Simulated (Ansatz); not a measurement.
Consider KI in the rock salt structure (space group Fm-3m, No. 225; a = 7.006 Å).

Now apply this change: every lattice vector is shortened by 2.00 %; the atoms relax in the strained cell.

The values are results of Ansatz (a quantum-chemistry and plane-wave program), PBEsol, PAW, cutoff 420 eV, without spin-orbit coupling, not measurements.

Base, band edges from the VBM (valence, conduction): X -0.39, 4.79; W -0.64, 6.38; L -0.36, 5.41; Γ 0.00, 3.87; K -0.41, 5.50; U -0.41, 5.50 eV.

Task: Give the band edges at the high-symmetry points of the new zone, measured from its valence-band maximum.

Result: 
| point | valence edge (eV) | conduction edge (eV) |
|---|---|---|
| Γ | 0.00 | 4.01 |
| X | -0.42 | 4.67 |
| U | -0.46 | 5.45 |
| K | -0.46 | 5.45 |
| L | -0.42 | 5.47 |
| W | -0.72 | 6.39 |

The gap is 4.01 eV, direct at Γ.

Spin-orbit coupling, missing from the scalar runs, can matter with I. Stability against distortions was not tested.
